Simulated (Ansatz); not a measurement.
We consider Ti2InC (P6₃/mmc, No. 194; cell taken from a computed entry), described by PBEsol (Ansatz, an electronic-structure program, plane waves, PAW).

Run with plane-wave cutoff 520 eV, 24×24×4 k mesh (along the axes of the cell as run), Fermi–Dirac smearing 0.046 eV (set by the program), no spin polarisation, scalar-relativistic PAW data made under PBE.

Computed at the level's own relaxed cell.

Problem. Estimate the Voigt–Reuss–Hill bulk modulus, polycrystal shear modulus (Hill average), Young modulus and Poisson ratio that the calculation returns.

Solution. 
- Voigt–Reuss–Hill bulk modulus = 139 GPa
- polycrystal shear modulus (Hill average) = 106 GPa
- Young modulus = 253 GPa
- Poisson ratio = 0.197

Note: the relaxation could not lower the start's symmetry, so the cell can be a saddle point above a distorted one.

Elastic constants are with the ions relaxed.

Spin–orbit coupling is not included.

Computed values are for the static lattice.

Computing time: about 2.0 core-hours (a rough figure).
